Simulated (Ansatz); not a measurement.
Cells marked so need not be the phases stable at ambient conditions, and some may be hypothetical.

By PBEsol, each system below comes out a metal.

Ballistic conductance counts the channels of both spins, as a mean over 0.1 eV about the Fermi level; spin-orbit coupling is left out.

A. ZrN (Fm-3m, rock salt, 2 atoms a cell, 12.1 Å³ an atom, -6 GPa at this level), current normal to (001)
B. Ir (Fm-3m, fcc (Cu type), 1 atom a cell, 14.3 Å³ an atom, -7 GPa at this level), current normal to (110)
C. ZnAg (Pm-3m, CsCl type, not sure to be the ambient phase, 2 atoms a cell, 15.5 Å³ an atom, -3 GPa at this level), current normal to (001)
D. TiC (Fm-3m, rock salt, 2 atoms a cell, 10.2 Å³ an atom, -7 GPa at this level), current normal to (111)

Put the candidates in order of ballistic conductance per area, lowest first, for PBEsol (Ansatz, an electronic-structure program).

D (0.33 × 10¹⁵ S/m²), C (0.93 × 10¹⁵ S/m²), A (1.1 × 10¹⁵ S/m²), B (2.0 × 10¹⁵ S/m²)
